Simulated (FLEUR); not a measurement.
Worked example: self-consistent single point of Ta (Im-3m, 1 atom in the cell) in FLEUR.

Level of theory: PBE, all-electron FLAPW (FLEUR), scalar-relativistic valence.

The change in words: lattice scaled by 0.98; Kmax: 4 1/bohr → 2.37 1/bohr; Gmax: 14 1/bohr → 8.3 1/bohr; GmaxXC: 14 1/bohr → 8.3 1/bohr. Reference geometry:
```
Ta
1.0
   -1.65825     1.65825     1.65825
    1.65825    -1.65825     1.65825
    1.65825     1.65825    -1.65825
Ta
1
Cartesian
  0.00000   0.00000   0.00000
```

Reference input (self-consistent single point, DFT, PBE, all-electron FLAPW (FLEUR), scalar-relativistic valence): Kmax = 4 1/bohr; GmaxXC = 14 1/bohr; xcFunctional = pbe; jspins = 1; l_soc = F; mode = hist; fermiSmearingEnergy = 0.00367493 Htr; mesh (inpgen div1-3) = 5 5 5; inpgen gamma flag = false; Gmax = 14 1/bohr; numbands = 0; maxIterBroyd = 15. This run's input differs from it in these lines:

```diff
@@ -3,5 +3,5 @@
 &input film=f /
--3.1336383462 3.1336383462 3.1336383462
-3.1336383462 -3.1336383462 3.1336383462
-3.1336383462 3.1336383462 -3.1336383462
+-3.0709655792 3.0709655792 3.0709655792
+3.0709655792 -3.0709655792 3.0709655792
+3.0709655792 3.0709655792 -3.0709655792
 1.0
@@ -22,3 +22,3 @@
    <calculationSetup>
-      <cutoffs Kmax="4.0" Gmax="14.0" GmaxXC="14.0" numbands="0"/>
+      <cutoffs Kmax="2.37" Gmax="8.3" GmaxXC="8.3" numbands="0"/>
       <scfLoop itmax="80" minDistance="0.00001" maxIterBroyd="15" imix="Anderson" alpha="0.05" precondParam="0.0" spinf="2.0"/>
@@ -42,5 +42,5 @@
          <bravaisMatrix>
-            <row-1>   -3.1336383462000001     3.1336383462000001     3.1336383462000001</row-1>
-            <row-2>    3.1336383462000001    -3.1336383462000001     3.1336383462000001</row-2>
-            <row-3>    3.1336383462000001     3.1336383462000001    -3.1336383462000001</row-3>
+            <row-1>   -3.0709655792000001     3.0709655792000001     3.0709655792000001</row-1>
+            <row-2>    3.0709655792000001    -3.0709655792000001     3.0709655792000001</row-2>
+            <row-3>    3.0709655792000001     3.0709655792000001    -3.0709655792000001</row-3>
          </bravaisMatrix>
```

Output, abridged:

```
      Welcome to FLEUR        (www.flapw.de)
      MaX-Release 8.1          (www.max-centre.eu)

 ========== k-point set info ==========
 Selected k-point list: default-1
 k-point list type: mesh
 5 x 5 x 5
 Number of k points: 10

 ------------Calculation Setup---------------------------
           1           2           5          10
 Number of basis functions:           51
 Error for k-point           10
**************FLEUR-Error*****************
Error message: Diagonalization via LAPACK failed(zhegvx/dsygvx)
Error number: 60
Error from PE:0/1
 Last known location:
```

The program stopped with an error. 

The starting cell has typed, rounded lattice constants, without a prior relaxation at this level. Its lattice was rescaled by up to half a per cent. For this run, on top of that: lattice scaled by 0.98. Values depend on the basis (sphere radii, cutoffs, local orbitals), which need not be converged.
